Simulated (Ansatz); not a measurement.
## TiN under a change: pressure 0.7 GPa

Take TiN in the rock salt structure (space group Fm-3m, No. 225; a = 4.204 Å) as the base.

The change: a hydrostatic pressure of 0.7 GPa.

Method: Ansatz (an electronic-structure program) PBEsol, scalar-relativistic without spin-orbit coupling. k-mesh 19×19×19 (Γ-centred); smearing 0.05 eV (Fermi–Dirac).

- Volume per atom = 9.27 Å³ (base 9.29 Å³)
- Density = 5.54 g/cm³ (base 5.53 g/cm³)
- Lattice parameter a = 7.938 bohr (base 7.944 bohr)
- Enthalpy H = E + PV relative to the base's energy = +0.04 eV/atom
- Band gap = zero (base zero)

Load acts through the strain it causes; cell and atoms are relaxed under it. Whether these cells are dynamically stable was not tested. The base started in Pnma and relaxed to Fm-3m at this level. The final runs are not spin-polarised. An odd electron count without spin: TiN.
